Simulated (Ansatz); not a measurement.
SrHfO3: pressure series

The reference is SrHfO$_{3}$ (space group I4/mcm, No. 140; a = 5.7143 Å, c = 8.2713 Å; a cell from a computed database, its experimental status unchecked).

Cell and atoms are relaxed at each pressure.

Method: plane-wave PAW DFT at the PBEsol level (Ansatz, a program for electronic structure, 420 eV), spin-orbit coupling left out.

```csv
P (GPa),V (Å³/atom)
-2.00,13.679
-1.00,13.590
0.29,13.480
0.69,13.447
1.50,13.380
3.00,13.260
5.00,13.110
7.50,12.932
10.00,12.766
```

A third-order Birch–Murnaghan fit to these points gives V₀ = 13.50 Å³/atom, B₀ = 159 GPa and B₀′ = 4.0. At pressure 10 GPa the volume is 94.5 % of V₀.

Between the base and pressure 10 GPa the gap moves from 4.09 eV to 4.14 eV, a mean slope of 4.7 meV/GPa.

Spin-orbit coupling, missing from the scalar runs, can matter with Hf. Load acts through the strain it causes; cell and atoms are relaxed under it. Stability against distortions was not tested. No other phases were tried under pressure.
